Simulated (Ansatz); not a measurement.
**NbN: pressure series**

Start from NbN in the rock salt structure (space group Fm-3m, No. 225; a = 4.421 Å).

Cell and atoms are relaxed at each pressure.

Level of theory: plane-wave PAW DFT at the PBE level (Ansatz, an electronic-structure program, 420 eV), no spin-orbit coupling, earlier PAW set.

Notes on the quantities. enthalpy: H = E + PV relative to the base's energy.

```csv
case,enthalpy,lattice parameter a
base,–,4.421 Å
pressure −2 GPa,-0.14 eV/atom,___
pressure −1 GPa,-0.07 eV/atom,___
pressure 3 GPa,+0.20 eV/atom,4.407 Å
pressure 7 GPa,+0.47 eV/atom,4.389 Å
pressure 15 GPa,+0.99 eV/atom,___
pressure 30 GPa,+1.94 eV/atom,4.302 Å
pressure 50 GPa,+3.15 eV/atom,4.242 Å
pressure 75 GPa,+4.61 eV/atom,4.179 Å
pressure 100 GPa,+6.00 eV/atom,___
```

Task: What belongs in the blanks?

Result: 
- pressure −2 GPa, lattice parameter a: 4.431 Å
- pressure −1 GPa, lattice parameter a: 4.426 Å
- pressure 15 GPa, lattice parameter a: 4.356 Å
- pressure 100 GPa, lattice parameter a: 4.126 Å

Load acts through the strain it causes; cell and atoms are relaxed under it. Whether these cells are dynamically stable was not tested. Competing high-pressure phases were not computed. The final runs are not spin-polarised.
